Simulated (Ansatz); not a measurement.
Ansatz (a program for electronic structure) run on CaCu₄As₂ (R-3m, 7 atoms in the cell): relaxation of cell and atoms.

Level of theory: LDA (PW92), default PAW files made with PBE (plane waves; Ansatz).

The change in words: atoms on their sites; basis.ecutwfc: 420 eV → 210 eV; relax: default → cell and atoms. Reference geometry:
```
CELL_PARAMETERS angstrom
      2.07008     1.19516     7.59123
     -2.07008     1.19516     7.59123
      0.00000    -2.39032     7.59123
ATOMIC_POSITIONS crystal
  Ca 0.00220 0.00220 0.00220
  Cu 0.14454 0.14454 0.14454
  Cu 0.85546 0.85546 0.85546
  Cu 0.56134 0.56134 0.56134
  Cu 0.43866 0.43866 0.43866
  As 0.25217 0.25217 0.25217
  As 0.74783 0.74783 0.74783
```

Reference input (self-consistent single point, DFT, LDA (PW92), plane waves, default PAW files made with PBE): basis.ecutwfc = 420 eV; kpoints.mp_grid.grid = 4 4 4; hamiltonian.xc = lda; hamiltonian.pseudopotentials = {kind: paw} (the program's default PAW files); scf.occupations.method = gaussian; scf.occupations.width = 0.1 eV. This run's input differs from it in these lines:

Ansatz 0.2 input:
```diff
@@ -7,3 +7,3 @@
   atoms:
-    - { symbol: Ca, position_ang: [-0.000000, 0.000000, 0.050011] }
+    - { symbol: Ca, position_ang: [0.000000, 0.000000, 0.000000] }
     - { symbol: Cu, position_ang: [0.000000, 0.000000, 3.291708] }
@@ -15,3 +15,3 @@
 basis:
-  ecutwfc: 420.0
+  ecutwfc: 210.0
 kpoints:
@@ -23,2 +23,4 @@
   occupations: { method: gaussian, width: 0.1 }
+relax:
+  cell: {}
 output:
```

Log, with long lists cut:

```
   [... SCF lines of the steps left out ...]
relax step   1: F+E_penalty+E_count = -37495.17760128 eV  Δ(F+E_penalty+E_count) = +0.000e0 eV  max|allowed force component| = 4.186e-1 eV/Å  Δτ_max = 0.0000 Å  P = -6.620 GPa  Ω = 112.688 Å³  (10 SCF iters, dr2 threshold 1.00e-7 eV, accepted)
relax step   2: F+E_penalty+E_count = -37509.92660940 eV  Δ(F+E_penalty+E_count) = -1.475e1 eV  max|allowed force component| = 3.035e-1 eV/Å  Δτ_max = 0.0490 Å  P = +90.024 GPa  Ω = 105.267 Å³  energy of the carried Pulay correction = +1.686e1 eV  [...]
   [... lines left out ...]
relax step 120: F+E_penalty+E_count = -37495.24844638 eV  Δ(F+E_penalty+E_count) = -4.919e-2 eV  max|allowed force component| = 2.030e-3 eV/Å  Δτ_max = 0.0055 Å  P = +0.029 GPa  Ω = 107.979 Å³  energy of the carried Pulay correction = +4.815e-2 eV  [...]
relax step 121: F+E_penalty+E_count = -37495.00807387 eV  Δ(F+E_penalty+E_count) = +2.404e-1 eV  max|allowed force component| = 1.351e-2 eV/Å  Δτ_max = 0.0000 Å  P = +0.210 GPa  Ω = 107.979 Å³  stress off target by 1.12e0 GPa  SCF on the basis [...]
basis re-selected at this cell: Δ(F+E_penalty+E_count) = +2.404e-1 eV, ΔP = +0.181 GPa vs the last step
   [... lines left out ...]
Free energy (F): -37495.008074 eV
Fermi energy:    13.693281 eV
Error: variable-cell relaxation did not converge after 121 `relax_step` rows, as none of its last 33 fresh-basis SCF(s) at a relaxed cell met both thresholds with a finite energy. The last misses `relax.f_tol` and `relax.cell.stress_tol`: largest allowed force component 1.35e-2 eV/Å (`relax.f_tol` 1.00e-2 eV/Å), stress off the target on the free part of the cell 1.12e0 GPa (`relax.cell.stress_tol` 5.00e-2 GPa), F+E_penalty+E_count -37495.00807387 eV. The closest is row 83, whose structure comes with this error. Larger ratio of force or stress to its threshold at each such SCF whose figures are numbers: 142.578, 98.555, 87.059, 110.549, 70.014, 38.934, 80.841, 84.507, 47.582, [...]
   [... lines left out ...]
  cell:  # Å, volume = 108.5364 Å³
    - [2.053444024491308, 1.185556623444142, 7.43051724990348]
    - [-2.053444024491308, 1.185556623444142, 7.43051724990348]
    - [2.917168482039676e-32, -2.371112757473512, 7.430517327990755]
  atoms:
    - { symbol: Ca, position: [-1.0736436194712208e-19, -1.073643619471214e-19, -1.0736434577108053e-19] }
    - { symbol: Cu, position: [0.1379579621020333, 0.1379579621020333, 0.13795796210203323] }
    - { symbol: Cu, position: [0.8620420378979662, 0.8620420378979662, 0.8620420378979662] }
    - { symbol: Cu, position: [0.5664128330682812, 0.5664128330682812, 0.5664128330682813] }
    - { symbol: Cu, position: [0.43358716693171867, 0.43358716693171867, 0.4335871669317186] }
    - { symbol: As, position: [0.25014444920472806, 0.25014444920472806, 0.250144449204728] }
    - { symbol: As, position: [0.7498555507952721, 0.7498555507952721, 0.749855550795272] }
```

The relaxation ended unconverged. 

The starting cell comes from a database of computed structures (which also holds hypothetical and non-ambient phases and stackings), without a prior relaxation at this level. Its lattice was rescaled by up to half a per cent. The cutoff lies below the one recommended for these files.

Cost on one core of a shared machine: roughly 4 min.
